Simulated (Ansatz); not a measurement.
Pressure series in CdS

The parent structure is CdS in the zinc blende structure (space group F-43m, No. 216; a = 5.878 Å).

Cell and atoms are relaxed at each pressure.

Computed with r2SCAN (Ansatz, a quantum-chemistry and plane-wave program; PAW; 500 eV plane waves; scalar-relativistic without spin-orbit coupling).

| P (GPa) | V (Å³/atom) |
|---|---|
| -1.98 | 26.300 |
| -1.00 | 25.826 |
| 2.99 | 24.275 |
| 6.99 | 23.115 |
| 15.00 | 21.422 |
| 30.00 | 19.361 |
| 49.98 | 17.616 |
| 74.98 | 16.158 |
| 99.98 | 15.112 |

A third-order Birch–Murnaghan fit to these points gives V₀ = 25.38 Å³/atom, B₀ = 61 GPa and B₀′ = 4.4. At pressure 100 GPa the volume is 59.5 % of V₀.

Between the base and pressure 7 GPa the gap moves from 1.54 eV to 1.75 eV, a mean slope of 30 meV/GPa.

Load acts through the strain it causes; cell and atoms are relaxed under it. Stability against distortions was not tested. Tetrahedral semiconductors of this kind turn to denser phases somewhere between about 1 and 50 GPa; those were not computed, so compressed cells here can lie past the real transition.
